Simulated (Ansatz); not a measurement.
The cell is built on a prototype and need not be the phase stable at ambient conditions.

By r2SCAN, the system below comes out a metal.

Here is the system:

```xyz
2
Lattice="2.6108 0.0000 0.0000 0.0000 2.6108 0.0000 0.0000 0.0000 2.6108" Properties=species:S:1:pos:R:3 pbc="T T T"
Si     0.0000     0.0000     0.0000
C      1.3054     1.3054     1.3054
```

Space group of this cell: Pm-3m, CsCl type. The cell was relaxed by PBE-D3(BJ); by r2SCAN its mean pressure is 2.0 GPa.

The current flows along the normal of the first two printed cell vectors. No spin-orbit coupling; the value is a mean over 0.1 eV about the Fermi level.

Question: Compute, with r2SCAN (Ansatz, a quantum-chemistry and plane-wave program), the ballistic conductance per area.

Answer: 2.3 × 10¹⁵ S/m² for both spins.
